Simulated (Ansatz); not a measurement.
Computed paths: interstitial Li in diamond with all lengths changed by +1 %, charge state +1

Defect migration in diamond with all lengths changed by +1 %: interstitial Li, charge state +1. Calculation: PBE, PAW (plane waves to 420 eV; Ansatz, a quantum-chemistry and plane-wave program).

Cell of 64 host sites held at the strained lattice (strain from the relaxed PBE one, atoms relaxed); a 2×2×2 k-point mesh shifted by half a step; Fermi-Dirac width 0.01 eV, spin-restricted; finite-size errors left in. Static, classical nuclei. The host's phase is taken as given; its stability against other phases was not computed. The charge state is imposed; whether it is stable for some Fermi level was not computed. Sites that were not tried may lie lower.

Barriers: single points on a 3×3×3 k-point mesh shifted by half a step at the bands' geometries.

```json
[
 {"Route": "a direct jump of one Li atom", "Start site over the lowest site run (eV)": "0.00", "Hop (Å)": "1.56", "Forward barrier (eV)": "1.74", "Backward barrier (eV)": "1.74", "Neighbours at the start": "4 C at 1.65, 6 C at 1.86 Å", "Neighbours at the saddle": "6 C at 1.62 Å", "Saddle order": "not checked, on a symmetry element", "Forward, on the band's own sampling (eV)": "1.74"}
]
```

Paths come from climbing-image nudged elastic band runs.  A band can be held on a symmetry element, so unchecked saddle points there may be too high. A further band (a direct jump of one Li atom, 2.99 Å) gave 1.74 eV forward on its own sampling, 1.74 eV above the lowest site run, but a shoulder points to a second hump between its images, so it is not taken as a result.
